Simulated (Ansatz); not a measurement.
**What tensor shear ε_xy = −1.50 % does to hypothetical P-6m2 GaN**

Consider GaN (space group P-6m2, No. 187; a = 2.939 Å, c = 2.658 Å; a hypothetical phase, not in the database extracts checked; relaxed with 0.1 eV smearing). Axes: x lies along a and z along c of the hexagonal cell.

One thing is altered: a pure shear with ε_xy = ε_yx = -0.0150; the atoms relax in the strained cell.

All numbers come from DFT with PBEsol, PAW potentials and a 420 eV plane-wave cutoff in Ansatz (a first-principles code), scalar-relativistic without spin-orbit coupling. k-mesh 23×23×22 (Γ-centred); smearing 0.1 eV (Fermi–Dirac).

- Volume per atom = 9.94 Å³ (base 9.94 Å³)
- Space group = Pm (No. 6) (base P-6m2 (No. 187))
- Energy relative to the base (free energy F) = +3.4 meV/atom
- Pressure (mean of the normal stresses, compression positive) = 0.2 GPa (base 0.0 GPa)
- Band gap = zero (base zero)
- Stress (xx, yy, zz, yz, xz, xy; compression positive) = (0.1, 0.2, 0.3, 0.0, 0.0, 3.7) GPa

Final structure:

```xyz
2
Lattice="2.9393 -0.0441 0.0000 -1.5078 2.5675 0.0000 0.0000 0.0000 2.6575" Properties=species:S:1:pos:R:3 pbc="T T T"
Ga    -0.0058     0.0010     0.0000
N     -0.0196     1.6960     1.3288
```

No phonon test of stability was made. The final runs are not spin-polarised.
